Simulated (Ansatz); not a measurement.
## P on the N site (P_N) in wurtzite GaN

Computed with PBE, PAW (plane waves to 420 eV; Ansatz, a quantum-chemistry and plane-wave program). Cell: 96 sites, 3×2×2; final energies on a 2×2×2 shifted mesh. Site at the start: the N site. Energies of charged states are corrected for periodic images (point charge plus alignment at distant sites). Dielectric constants: PBE linear response of the host. Host gap at this level: 1.71 eV. These values are not converged in cell size to better than tenths of an eV. PBE underestimates the host's gap, which shifts levels and can delocalise carriers. Spin–orbit coupling is left out. Each state is the lowest found from its start.

Formation energies E_f are given with the Fermi level at the valence-band maximum. Chemical conditions: Ga-rich (Δμ(N) = -0.88 eV, Δμ(P) = -0.86 eV, bounded by zinc-blende GaP; only phases computed here count, gases as isolated molecules at 0 K); N-rich (Δμ(N) = 0.00 eV, Δμ(P) = -0.69 eV, bounded by P3N5 (C2/c); only phases computed here count, gases as isolated molecules at 0 K). Reference phases: N: N2 molecule in a box, P: black phosphorus.

Charges from +1 to −1 were run; one beyond them could lie lower near a band edge.

```json
[
 {"charge": "+1*", "moment (μB)": "1.0", "largest move off a lattice site (Å)": "0.30", "image correction with alignment (eV)": "–", "E_f, Ga-rich (eV)": "–", "E_f, N-rich (eV)": "–"},
 {"charge": "0", "moment (μB)": "not spin-polarised", "largest move off a lattice site (Å)": "0.28", "image correction with alignment (eV)": "0.00", "E_f, Ga-rich (eV)": "1.97", "E_f, N-rich (eV)": "2.67"},
 {"charge": "−1*", "moment (μB)": "quenched", "largest move off a lattice site (Å)": "0.28", "image correction with alignment (eV)": "–", "E_f, Ga-rich (eV)": "–", "E_f, N-rich (eV)": "–"}
]
```

* At this level the carrier isn't localised at the defect: at charge +1 holes occupy the valence band; at charge −1 electrons occupy the conduction band. Such a state is shallow or no state of the defect, and this cell gives it no level.

Starting moments that weren't kept: charge −1 began with 1 μB and ended with 0.0.

Flagged in the runs: a host whose relaxation on this sampling wasn't shown to rest, a strain field that reaches the edge of the cell.
